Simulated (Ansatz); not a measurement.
## Several settings converged on Ti2CS (P3m1, 8 atoms in the cell)

```
CELL_PARAMETERS angstrom
      3.19581     0.00000     0.00000
     -1.59791     2.76766     0.00000
      0.00000     0.00000    11.19187
ATOMIC_POSITIONS crystal
  Ti 0.33333 0.66667 0.40531
  Ti 0.66667 0.33333 0.59916
  Ti 0.66667 0.33333 0.90084
  Ti 0.33333 0.66667 0.09916
  C  0.00000 0.00000 0.50000
  C  0.00000 0.00000 0.00000
  S  0.66667 0.33333 0.25000
  S  0.33333 0.66667 0.75000
```

Base method: PBEsol, default PAW files made with PBE (plane waves; Ansatz, an electronic-structure program).

Base settings: basis.ecutwfc = 30.9 Ry; kpoints.mp_grid.grid = 12 12 3; hamiltonian.xc = pbesol; hamiltonian.pseudopotentials = {kind: paw} (the program's default PAW files); scf.occupations.method = gaussian; scf.occupations.width = 0.0073 Ry.

The count of work is k-points × plane waves × bands × iterations; it is no time. 

**The k-point mesh at a smearing width of 0.02 eV**

In this ladder: scf.occupations.width = 0.0015 Ry.

Only quantities that move along the ladder and can be compared are tabulated.

```tsv
kpoints.mp_grid.grid	free energy less the last step's (meV/atom)	pressure (GPa)	largest difference of a force vector from the last step's (eV/Å)	count of work / last
4 4 1	15.42	-3.15	0.118	0.0068
5 5 2	-0.76	-3.64	0.108	0.015
6 6 2	-4.80	-3.74	0.017	0.020
7 7 2	2.68	-3.68	0.075	0.027
9 9 3	-0.53	-3.71	0.014	0.045
11 11 3	0.47	-3.71	0.058	0.061
13 13 4	-0.29	-3.72	0.019	0.13
19 19 5	0.05	-3.72	0.011	0.35
28 28 7	0.00	-3.71	0.000	1.0
```

Coarsest kpoints.mp_grid.grid that holds the free energy within 2 meV/atom of the last step, with all finer ones: 9 9 3, at 0.045 of the last step's count of work; the step before is off by 2.7 meV/atom.

Coarsest kpoints.mp_grid.grid that holds the forces within 0.02 eV/Å: not settled: the last two steps still differ by 0.011 eV/Å, over half the tolerance, so the ladder does not show it.

Coarsest kpoints.mp_grid.grid that holds the pressure within 0.5 GPa of the last step, with all finer ones: 5 5 2, at 0.015 of the last step's count of work; the step before is off by 0.56 GPa.

**The width of Fermi-Dirac smearing**

In this ladder: kpoints.mp_grid.grid = 20 20 5; scf.occupations.method = fermi_dirac.

Narrow widths need finer meshes than wide ones, so the last steps can hold mesh noise.

Only quantities that move along the ladder and can be compared are tabulated; pressure and forces are left out, as mesh noise rules them at narrow widths.

| scf.occupations.width | free energy less the last step's (meV/atom) | energy extrapolated to zero width less the last step's (meV/atom) |
|---|---|---|
| 0.0735 Ry | -752.93 | 103.39 |
| 0.0367 Ry | -152.01 | 21.79 |
| 0.022 Ry | -46.93 | 6.01 |
| 0.0147 Ry | -18.42 | 2.15 |
| 0.0073 Ry | -3.21 | 0.25 |
| 0.0037 Ry | 0.00 | 0.00 |

Widest scf.occupations.width that holds the free energy within 5 meV/atom: not settled: the last two steps still differ by 3.2 meV/atom, over half the tolerance, so the ladder does not show it.

Widest scf.occupations.width that holds the energy extrapolated to zero width within 2 meV/atom of the last step, with all finer ones: 0.0073 Ry; the step before is off by 2.1 meV/atom.

The extrapolation to zero width removes most of the smearing's effect on the energy.

**The width of cold smearing**

In this ladder: kpoints.mp_grid.grid = 20 20 5; scf.occupations.method = cold.

Narrow widths need finer meshes than wide ones, so the last steps can hold mesh noise.

Only quantities that move along the ladder and can be compared are tabulated; pressure and forces are left out, as mesh noise rules them at narrow widths.

| scf.occupations.width | free energy less the last step's (meV/atom) |
|---|---|
| 0.0735 Ry | 0.17 |
| 0.0367 Ry | 2.47 |
| 0.022 Ry | 0.28 |
| 0.0147 Ry | -0.01 |
| 0.0073 Ry | 0.02 |
| 0.0037 Ry | 0.00 |

Widest scf.occupations.width that holds the free energy within 1 meV/atom of the last step, with all finer ones: 0.022 Ry; the step before is off by 2.5 meV/atom.

On the base run: the starting cell comes from a database of computed structures (which also holds hypothetical and non-ambient phases and stackings), without a prior relaxation at this level. Its lattice was rescaled by up to half a per cent. One atom was moved a little off its site on purpose. Spin polarisation is off, so a magnetic state, if there is one, cannot be reached. In the base run, with a pressure of about -4 GPa the cell is away from its equilibrium volume at this level. Ansatz's pressure includes its estimate of the finite-basis (Pulay) stress.

Left out of this page: 4 runs of the series outside the window shown, repeating another row's setting, or not comparable.

Keys are those of Ansatz 0.2.
